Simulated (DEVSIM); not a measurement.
Structure: Ni/La2O3/p-Si capacitor, at 300 K.

| layer (left to right) | material | thickness (nm) | Na (cm⁻³) |
|---|---|---|---|
| 1 | La2O3 | 27.0 | - |
| 2 | Si | 1400 | 1.7e17 |

Metal gate on the left, work function 5.1 eV. Fixed charge at the semiconductor interface -1.1e10 cm⁻² (in units of +e); no interface traps.

Constants are typed, rounded textbook-type inputs, not results; the design itself was drawn at random and stands for no fabricated device. Values at 300 K.

| parameter | La2O3 | Si |
|---|---|---|
| gap (eV) | 5.8 | 1.124 |
| affinity (eV) | 1.8 | 4.05 |
| permittivity | 27 | 11.7 |
| Nc (cm⁻³) | - | 2.86e19 |
| Nv (cm⁻³) | - | 3.1e19 |

Model (solved in DEVSIM): 1D Poisson equation in equilibrium, Boltzmann statistics, complete ionisation; no quantum confinement or tunnelling. Metal contacts follow the ideal Schottky-Mott rule: no Fermi-level pinning, no interface dipoles.

Question: Tabulate band edges, carrier densities and field at 0.7 V on the gate.

Answer: Energies count from the Fermi level of the right contact; mesh points crowd at the junctions.

```tsv
x (μm)	Ec (eV)	Ev (eV)	n (cm⁻³)	p (cm⁻³)	field (V/cm)
0.000	2.600	-3.200	< 1e2	< 1e2	66000
0.001320	2.609	-3.191	< 1e2	< 1e2	66000
0.004176	2.628	-3.172	< 1e2	< 1e2	66000
0.009826	2.665	-3.135	< 1e2	< 1e2	66000
0.02079	2.738	-3.062	< 1e2	< 1e2	66000
0.02460	2.763	-3.037	< 1e2	< 1e2	66000
0.02652	2.776	-3.024	< 1e2	< 1e2	66000
0.02813	0.546	-0.578	1.9e10	6.0e9	150000
0.03082	0.585	-0.539	4.3e9	2.7e10	140000
0.03706	0.668	-0.456	1.7e8	6.7e11	120000
0.05028	0.810	-0.314	720000	1.6e14	90000
0.09802	0.985	-0.139	810	1.4e17	4200
0.1830	0.989	-0.135	680	1.7e17	≈ 0
0.3800	0.989	-0.135	680	1.7e17	≈ 0
0.9283	0.989	-0.135	680	1.7e17	≈ 0
1.199	0.989	-0.135	680	1.7e17	≈ 0
1.326	0.989	-0.135	680	1.7e17	≈ 0
1.381	0.989	-0.135	680	1.7e17	≈ 0
1.412	0.989	-0.135	680	1.7e17	≈ 0
1.421	0.989	-0.135	680	1.7e17	≈ 0
1.425	0.989	-0.135	680	1.7e17	≈ 0
1.427	0.989	-0.135	680	1.7e17	≈ 0
```
